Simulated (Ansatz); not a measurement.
Take Au in the fcc (Cu type) structure (space group Fm-3m, No. 225; a = 4.1245 Å; relaxed with 0.1 eV smearing) as the base.

Method: r2SCAN/PAW in Ansatz (a first-principles code), spin-orbit coupling left out.

Base values:

The pressure is 0.0 GPa.

The change: an isotropic linear strain of −2.00 %; the atoms relax in the strained cell.

### Question
What does the calculation give for the pressure and energy relative to the base after the change?

### Answer
The pressure goes from zero to 11.1 GPa; the energy rises by 33 meV/atom.

Whether these cells are dynamically stable was not tested.
